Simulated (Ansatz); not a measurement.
```xyz
8
Lattice="5.3485 0.0000 0.0000 0.0000 10.7452 0.0000 0.0000 0.0000 4.0872" Properties=species:S:1:pos:R:3 pbc="T T T"
Br     2.6743     2.8102     0.7668
Br     0.0000     0.0000     0.7666
Br     2.6743     7.9350     0.7668
F      0.0000     5.3726     2.8094
Tl     0.0000     2.8154     2.8101
Tl     2.6743     0.0000     2.8088
Tl     0.0000     7.9298     2.8101
Tl     2.6743     5.3726     2.8103
```

No spin polarisation.

Method: plane-wave PAW DFT at the PBEsol level (Ansatz, a quantum-chemistry and plane-wave program, 420 eV), without spin-orbit coupling. Γ-centred 6×3×8 mesh, Fermi–Dirac width 0.05 eV.

Q: Predict the band gap and gap character.

A: 
- Band gap: 1.45 eV
- Gap character (in this cell's own zone, which can be folded): direct at X

Each cell is one ordered arrangement of few atoms, which overstates ordering effects compared with a random alloy. With Tl present, leaving out spin-orbit coupling can change the band edges. Whether these cells are dynamically stable was not tested. The cell was made from TlBr by this change: x(F) = 0.25, 8 atoms, Pmm2. Under x(F) = 0.25, 8 atoms, Pmm2 the cell changed shape so far that it is another structure.
